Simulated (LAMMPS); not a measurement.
Surface tension of the liquid across the composition of Cu (fcc) with a share x of Cu sites Pd; each row has its own temperature.

Level of theory: classical MD, pair style eam, the elements' _u3.eam files (universal-3 set of Foiles, Baskes and Daw) (LAMMPS).

```
x     surface tension  T (K)
----  ---------------  -----
0.25  0.82 ± 0.02 N/m   1770
0.5   0.83 ± 0.02 N/m   1910
0.75  0.82 ± 0.02 N/m   2050
```

The ± values are statistical; the model's systematic error is not in them.
